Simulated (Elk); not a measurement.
Band structure of Cu₃Sn (Fm-3m, 4 atoms in the cell).

```
Cu3Sn
1.0
    0.00000     3.10029     3.10029
    3.10029     0.00000     3.10029
    3.10029     3.10029     0.00000
Cu Sn
3 1
Direct
  0.50000   0.50000   0.50000
  0.75000   0.75000   0.75000
  0.25000   0.25000   0.25000
  0.00000   0.00000   0.00000
```

Method of the run: PBEsol, all-electron FP-LAPW, Elk's shipped species files, APW+lo basis with extra local orbitals (Elk).

Settings: xctype = 22; rgkmax = 7.5; stype = 3; swidth = 0.00367493 Ha; ngridk = 9 9 9; gmaxvr = 14 1/bohr; nxlo = 2; lorbcnd = true; rmtscf = 0.95; lmaxi = 3.

The starting cell comes from a database of computed structures (which also holds hypothetical and non-ambient phases and stackings), without a prior relaxation at this level. Its lattice was rescaled by a random factor within 2.5 % of one. Spin polarisation is off. Values depend on the basis (sphere radii, cutoffs, local orbitals), which need not be converged.

Levels in eV from the Fermi level, bands 33 to 40:
```json
[
 {"point": "Γ", "33": "-2.48", "34": "1.24", "35": "2.19", "36": "2.19", "37": "2.19", "38": "3.33", "39": "3.33", "40": "3.33"},
 {"point": "X", "33": "-2.45", "34": "-2.43", "35": "-2.37", "36": "-2.37", "37": "0.35", "38": "1.14", "39": "9.22", "40": "9.22"},
 {"point": "W", "33": "-2.47", "34": "-2.34", "35": "-2.34", "36": "-2.32", "37": "3.66", "38": "3.82", "39": "4.38", "40": "4.38"},
 {"point": "K", "33": "-2.41", "34": "-2.38", "35": "-2.25", "36": "-1.51", "37": "0.82", "38": "3.73", "39": "6.86", "40": "7.01"},
 {"point": "L", "33": "-2.48", "34": "-2.32", "35": "1.20", "36": "1.26", "37": "1.26", "38": "2.25", "39": "2.25", "40": "3.41"},
 {"point": "U", "33": "-2.41", "34": "-2.38", "35": "-2.25", "36": "-1.51", "37": "0.82", "38": "3.73", "39": "6.86", "40": "7.01"}
]
```

Bands cross the Fermi level along this path, so the cell is metallic at this level.
